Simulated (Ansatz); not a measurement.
Base system: GaN in the wurtzite structure (space group P6_3mc, No. 186; a = 3.2186 Å, c = 5.2435 Å).

Calculations: PBE (Ansatz, an electronic-structure program; PAW; 420 eV plane waves; spin-orbit coupling left out), earlier PAW set.

Base values:

The lattice parameter a is 3.219 Å.

Now apply this change: hydrostatic tension (pressure −2 GPa).

### Question
What does the calculation give for the lattice parameter a after the change?

### Answer
The lattice parameter a increases by 0.0129 Å (3.219 Å → 3.231 Å).

Load acts through the strain it causes; cell and atoms are relaxed under it. Stability against distortions was not tested.
